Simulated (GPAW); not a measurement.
A self-consistent single point of SnO₂ (R-3m, 3 atoms in the cell) with GPAW.

Level of theory: LDA (Perdew-Wang 92), GPAW PAW datasets LDA (gpaw-data 1.0.1) (plane waves; GPAW).

The change in words: lattice scaled by 0.98. Reference geometry:
```yaml
crystal:
  lattice:
    - [1.61709, 0.93363, 4.80059]
    - [-1.61709, 0.93363, 4.80059]
    - [0.00000, -1.86726, 4.80059]
  atoms:
    - { symbol: Sn, position: [0.50000, 0.50000, 0.50000] }
    - { symbol: O, position: [0.23717, 0.23717, 0.23717] }
    - { symbol: O, position: [0.76283, 0.76283, 0.76283] }
```

Reference input (self-consistent single point, DFT LDA (Perdew-Wang 92), plane waves, GPAW PAW datasets LDA (gpaw-data 1.0.1)): mode = pw; ecut = 900 eV; xc = LDA; kpts = 12 12 12; mesh shift (steps) = 0 0 0; occupations.name = fermi-dirac; occupations.width = 0.01 eV; nbands = -6; convergence.density = 1e-05 e/electron; convergence.bands = -4; symmetry.symmorphic = false; symmetry.tolerance = 0.0005. This run's input differs from it in these lines:

```diff
@@ -5,8 +5,8 @@
 atoms = Atoms(['Sn', 'O', 'O'],
-              cell=[[1.617095, 0.933630, 4.800593],
-                    [-1.617095, 0.933630, 4.800593],
-                    [0.000000, -1.867260, 4.800593]],
-              positions=[[0.000000, 0.000000, 7.200890],
-                         [-0.000000, -0.000000, 3.415656],
-                         [0.000000, 0.000000, 10.986123]],
+              cell=[[1.584753, 0.914957, 4.704581],
+                    [-1.584753, 0.914957, 4.704581],
+                    [0.000000, -1.829915, 4.704581]],
+              positions=[[0.000000, -0.000000, 7.056871],
+                         [0.000000, -0.000000, 3.347342],
+                         [-0.000000, -0.000001, 10.766401]],
               pbc=True)
```

The program printed (abridged):

```
     iter     time        total  log10-change:
                         energy   eigst   dens
iter:   1 --:--:--   -24.100683   +0.50
iter:   2 --:--:--   -23.366225   -0.74  -0.92
iter:   3 --:--:--   -21.454544   -0.58  -0.98
iter:   4 --:--:--   -21.421282   -1.24  -1.34
iter:   5 --:--:--   -21.370279   -2.14  -1.47
iter:   6 --:--:--   -21.360371   -2.53  -2.21
iter:   7 --:--:--   -21.361443c  -3.47  -2.49
iter:   8 --:--:--   -21.359195c  -3.21  -2.45
iter:   9 --:--:--   -21.358881c  -3.84  -2.90
iter:  10 --:--:--   -21.358579c  -4.76  -2.98
iter:  11 --:--:--   -21.358565c  -5.48  -3.60
iter:  12 --:--:--   -21.358565c  -6.76  -4.00
iter:  13 --:--:--   -21.358564c  -7.11  -4.01
iter:  14 --:--:--   -21.358564c  -7.88c -4.11
iter:  15 --:--:--   -21.358564c  -7.36  -4.15
iter:  16 --:--:--   -21.358564c  -7.97c -4.27
iter:  17 --:--:--   -21.358564c  -7.57c -4.37
iter:  18 --:--:--   -21.358564c  -8.64c -4.50
iter:  19 --:--:--   -21.358564c  -7.58c -4.52
iter:  20 --:--:--   -21.358564c  -8.18c -4.81
iter:  21 --:--:--   -21.358564c  -9.43c -4.92
iter:  22 --:--:--   -21.358564c  -9.10c -4.93
iter:  23 --:--:--   -21.358564c  -9.18c -5.11c
Converged after 23 iterations.

Dipole moment: (-0.000000, 0.000003, -0.000003) |e|*Ang

Energy contributions relative to reference atoms: (reference = -171921.402948)

Kinetic:        +33.266298
Potential:      -30.033917
External:        +0.000000
XC:             -24.635724
Entropy (-ST):   -0.000000
Local:           +0.044779
SIC:             +0.000000
--------------------------
Free energy:    -21.358564
Extrapolated:   -21.358564

Showing only first 2 kpts
 Kpt  Band  Eigenvalues  Occupancy
  0    11      2.60448    2.00000
  0    12      3.28704    2.00000
  0    13      5.66422    0.00000
  0    14      9.28279    0.00000

  1    11      2.56750    2.00000
  1    12      3.40778    2.00000
  1    13      6.81463    0.00000
  1    14     10.08335    0.00000

Fermi level: 3.74221

Gap: 2.195 eV
Transition (v -> c):
   [... lines left out ...]
Direct gap: 2.377 eV
Transition at: (s=0, k=0, n=12, [-0.00, -0.00, -0.00])
Energy (eV): -21.358564

Forces in eV/Ang:
  0 Sn   -0.00000    0.00000   -0.00000
  1 O     0.00000    0.00000   -0.15327
  2 O     0.00000   -0.00000    0.15327

Stress tensor:
     0.008436    -0.000000    -0.000000
    -0.000000     0.008436     0.000000
    -0.000000     0.000000     0.021272
Stress (GPa, Voigt): [ 1.3515  1.3515  3.4081  0.     -0.     -0.    ]
```

The run converged in 23 iterations. GPAW prints stress with tension positive. Against the reference run the free energy drops by 34.5 meV/atom, the largest force goes from 0.788 to 0.153 eV/Å and the gap on the mesh goes from 1.789 to 2.195 eV.

At such cutoffs GPAW's stress carries a finite-basis (Pulay) error, which enters relaxed cells too; its log prints stress with tension positive.

The starting cell comes from a database of computed structures (which also holds hypothetical and non-ambient phases and stackings), without a prior relaxation at this level. For this run, on top of that: lattice scaled by 0.98.

Cost on one core of a shared machine: roughly 10 min.
